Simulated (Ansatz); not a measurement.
We consider rock-salt NaH, described by rVV10 in Ansatz (PAW).

Settings: plane-wave cutoff 520 eV, 12×12×12 k mesh, Fermi–Dirac smearing 0.01 eV, scalar-relativistic PAW data made under PBE.

A third-order Birch–Murnaghan fit to the energies gives V0 = 13.674 Å³/atom, B0 = 25.0 GPa, B′ = 3.8.

| V (Å³/atom) | P (GPa) |
|---|---|
| 12.858 | … |
| 13.132 | 1.092 |
| 13.405 | 0.515 |
| 13.679 | -0.009 |
| 13.952 | -0.484 |
| 14.226 | … |
| 14.499 | -1.309 |

Problem. Estimate the withheld pressures from this fit; the answers are the runs' own values.

Solution. 
- 12.858, P (GPa): 1.729
- 14.226, P (GPa): -0.916

The formula P = (3/2) B0 (x^(7/3) − x^(5/3)) [1 + (3/4)(B′ − 4)(x^(2/3) − 1)] with x = V0/V meets the computed pressures within 0.01 GPa when these rounded values are put in.

Measured, for comparison: bulk modulus 19.4 ± 2 GPa (room temperature, not corrected to a static lattice; as tabulated in High-pressure studies of NaH to 54 GPa); equilibrium volume per atom 14.46 Å³/atom (room temperature, not corrected to a static lattice; as tabulated in Thermodynamic Modeling of Hydrogen Storage Capacity in Mg-Na Alloys). Computed (rounded) less measured: bulk modulus +29 % (against room or unstated temperature, where such soft solids are markedly softer), equilibrium volume per atom -5.5 %.

The computed numbers hold no vibrational or temperature effects.

Cost on a shared machine: about 28 core-seconds (a rough figure).

Ansatz is a quantum-chemistry and plane-wave program.
